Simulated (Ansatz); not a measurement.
## A series of runs on TiAl (P4/mmm, 2 atoms in the cell)

```xyz
2
Lattice="2.7413 0.0000 0.0000 0.0000 2.7413 0.0000 0.0000 0.0000 3.9660" Properties=species:S:1:pos:R:3 pbc="T T T"
Ti     1.3707     1.3707     1.9830
Al     0.0000     0.0000     0.0000
```

Base run A: PBEsol, default PAW files made with PBE (Ansatz, a program for electronic structure), self-consistent single point.

Its settings: basis.ecutwfc = 30.9 Ry; kpoints.mp_grid.grid = 8 8 6; kpoints.mp_grid.shift = 0.5 0.5 0.5; hamiltonian.xc = pbesol; hamiltonian.pseudopotentials = {kind: paw} (the program's default PAW files); scf.occupations.method = fermi_dirac; scf.occupations.width = 0.01 Ry.

The starting cell comes from a database of computed structures (which also holds hypothetical and non-ambient phases and stackings), without a prior relaxation at this level. Its lattice was rescaled by a random factor within 2.5 % of one. Spin polarisation is off. In the base run, with a pressure of about 8 GPa the cell is away from its equilibrium volume at this level. Ansatz's pressure includes its estimate of the finite-basis (Pulay) stress.

ΔF is the free energy per atom less that of run A. 

```json
[
 {"run": "A", "scf.mixing.algorithm, scf.mixing.beta": "default (the program chose MSR1), default", "ΔF (meV/atom)": "0.00", "pressure (GPa)": "7.87", "iterations": "6"},
 {"run": "B", "scf.mixing.algorithm, scf.mixing.beta": "broyden, 0.02", "ΔF (meV/atom)": "0.00", "pressure (GPa)": "7.87", "iterations": "10"},
 {"run": "C", "scf.mixing.algorithm, scf.mixing.beta": "broyden, 0.05", "ΔF (meV/atom)": "0.00", "pressure (GPa)": "7.87", "iterations": "9"},
 {"run": "D", "scf.mixing.algorithm, scf.mixing.beta": "broyden, 0.1", "ΔF (meV/atom)": "0.00", "pressure (GPa)": "7.87", "iterations": "8"},
 {"run": "E", "scf.mixing.algorithm, scf.mixing.beta": "broyden, 0.2", "ΔF (meV/atom)": "0.00", "pressure (GPa)": "7.87", "iterations": "8"},
 {"run": "F", "scf.mixing.algorithm, scf.mixing.beta": "broyden, 0.3", "ΔF (meV/atom)": "0.00", "pressure (GPa)": "7.87", "iterations": "6"},
 {"run": "G", "scf.mixing.algorithm, scf.mixing.beta": "broyden, 0.5", "ΔF (meV/atom)": "0.00", "pressure (GPa)": "7.87", "iterations": "6"},
 {"run": "H", "scf.mixing.algorithm, scf.mixing.beta": "broyden, 0.7", "ΔF (meV/atom)": "0.00", "pressure (GPa)": "7.87", "iterations": "6"},
 {"run": "I", "scf.mixing.algorithm, scf.mixing.beta": "broyden, 0.9", "ΔF (meV/atom)": "0.00", "pressure (GPa)": "7.87", "iterations": "6"},
 {"run": "J", "scf.mixing.algorithm, scf.mixing.beta": "broyden, 1", "ΔF (meV/atom)": "0.00", "pressure (GPa)": "7.87", "iterations": "6"}
]
```

Runs B, C, D, E, F, G, H, I, J gave the same state as A (within 1 meV/atom). The fewest iterations to that state were 6 (A, F, G, H, I, J); the most were 10.

Keys are those of Ansatz 0.2.
